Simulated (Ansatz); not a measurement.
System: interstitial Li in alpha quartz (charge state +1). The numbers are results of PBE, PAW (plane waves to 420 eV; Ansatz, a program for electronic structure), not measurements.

72-site cell at the relaxed PBE lattice, the Γ point alone, smearing 0.01 eV, spin-restricted, no finite-size correction. No zero-point or tunnelling terms. The charge state is imposed; whether it is stable for some Fermi level was not computed. Sites that were not tried may lie lower.

Barriers: single points on a 2×2×2 k-point mesh shifted by half a step along c at the bands' geometries.

The step: a direct jump of one Li atom. Atoms about the jump, Cartesian Å from the middle of the jump, before and after:

```json
[
 {"atom": "Li1", "x0": "-0.07", "y0": "0.04", "z0": "0.91", "x1": "0.07", "y1": "-0.04", "z1": "-0.91"},
 {"atom": "O2", "x0": "1.45", "y0": "-1.01", "z0": "0.21", "x1": "1.48", "y1": "-1.01", "z1": "0.10"},
 {"atom": "O3", "x0": "-1.62", "y0": "0.78", "z0": "-0.10", "x1": "-1.60", "y1": "0.75", "z1": "-0.21"},
 {"atom": "O4", "x0": "1.45", "y0": "1.08", "z0": "1.62", "x1": "1.45", "y1": "1.12", "z1": "1.58"},
 {"atom": "O5", "x0": "0.25", "y0": "1.82", "z0": "-1.58", "x1": "0.21", "y1": "1.79", "z1": "-1.62"},
 {"atom": "Si6", "x0": "2.52", "y0": "0.04", "z0": "0.92", "x1": "2.47", "y1": "0.04", "z1": "0.93"},
 {"atom": "Si7", "x0": "-1.20", "y0": "2.16", "z0": "-0.93", "x1": "-1.23", "y1": "2.20", "z1": "-0.92"},
 {"atom": "O8", "x0": "-1.61", "y0": "-0.69", "z0": "1.94", "x1": "-1.65", "y1": "-0.64", "z1": "2.02"},
 {"atom": "O9", "x0": "0.28", "y0": "-1.75", "z0": "-2.02", "x1": "0.20", "y1": "-1.74", "z1": "-1.94"},
 {"atom": "Si10", "x0": "-2.69", "y0": "0.04", "z0": "0.92", "x1": "-2.61", "y1": "0.06", "z1": "0.92"},
 {"atom": "Si11", "x0": "1.36", "y0": "-2.23", "z0": "-0.92", "x1": "1.38", "y1": "-2.31", "z1": "-0.92"},
 {"atom": "O12", "x0": "-1.07", "y0": "3.32", "z0": "0.19", "x1": "-1.07", "y1": "3.34", "z1": "0.21"},
 {"atom": "O13", "x0": "3.43", "y0": "0.74", "z0": "-0.21", "x1": "3.41", "y1": "0.73", "z1": "-0.19"},
 {"atom": "Si14", "x0": "1.36", "y0": "2.31", "z0": "2.75", "x1": "1.34", "y1": "2.28", "z1": "2.74"},
 {"atom": "Si15", "x0": "1.31", "y0": "2.30", "z0": "-2.74", "x1": "1.32", "y1": "2.33", "z1": "-2.75"}
]
```

Problem. Predict the transition state.

Solution. 
```json
[
 {"atom": "Li1", "x": "0.14", "y": "0.25", "z": "0.00"},
 {"atom": "O2", "x": "1.58", "y": "-1.03", "z": "0.15"},
 {"atom": "O3", "x": "-1.69", "y": "0.85", "z": "-0.16"},
 {"atom": "O4", "x": "1.45", "y": "1.09", "z": "1.51"},
 {"atom": "O5", "x": "0.21", "y": "1.80", "z": "-1.52"},
 {"atom": "Si6", "x": "2.57", "y": "0.02", "z": "0.95"},
 {"atom": "Si7", "x": "-1.27", "y": "2.24", "z": "-0.96"},
 {"atom": "O8", "x": "-1.62", "y": "-0.63", "z": "1.94"},
 {"atom": "O9", "x": "0.26", "y": "-1.72", "z": "-1.95"},
 {"atom": "Si10", "x": "-2.68", "y": "0.08", "z": "0.93"},
 {"atom": "Si11", "x": "1.41", "y": "-2.28", "z": "-0.94"},
 {"atom": "O12", "x": "-1.14", "y": "3.42", "z": "0.13"},
 {"atom": "O13", "x": "3.53", "y": "0.73", "z": "-0.14"},
 {"atom": "Si14", "x": "1.32", "y": "2.27", "z": "2.68"},
 {"atom": "Si15", "x": "1.30", "y": "2.27", "z": "-2.69"}
]
```
It lies 0.13 eV above the start and 0.13 eV above the end. The saddle point's order was not checked, and it lies on a symmetry element of the cell, where a band can be held.
